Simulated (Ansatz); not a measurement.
The starting structures come from a database of crystals and need not be the phases stable at ambient conditions.

 Where the default PAW files enter, the runs use the earlier of Ansatz's two default sets.

Inside the gap of an insulator the Bloch states are evanescent, with a wavenumber k + iκ along the transport direction.

Data:

```
CELL_PARAMETERS angstrom
      5.57345     0.00000     0.00000
     -1.51781     5.36279     0.00000
      1.82142     2.40847     6.57898
ATOMIC_POSITIONS crystal
  Na 0.66688 0.33312 0.75000
  Na 0.33312 0.66688 0.25000
  Ge 0.68593 0.31407 0.25000
  Ge 0.31407 0.68593 0.75000
  Sb 0.00000 0.00000 0.50000
  Sb 0.00000 0.00000 0.00000
  O  0.92086 0.07914 0.75000
  O  0.07914 0.92086 0.25000
  O  0.90799 0.31283 0.38447
  O  0.09201 0.68717 0.61553
  O  0.68717 0.09201 0.11553
  O  0.31283 0.90799 0.88447
  O  0.62901 0.75447 0.57770
  O  0.37099 0.24553 0.42230
  O  0.24553 0.37099 0.92230
  O  0.75447 0.62901 0.07770
```

Space group of this cell: C2/c. The cell is taken as given; by PBEsol its mean pressure is 2.5 GPa.

Transport runs along the normal of the first two printed cell vectors.

The gap is the functional's own, uncorrected, and κ follows it; spin-orbit coupling is left out. Mid-gap values are interpolated between the computed energies.

Predict the band gap and the smallest decay constant κ at mid-gap from PBEsol run with Ansatz (a quantum-chemistry and plane-wave program).

Gap 2.36 eV on a 6×6×6 mesh; κ = 0.254 1/Å, at the zone centre.
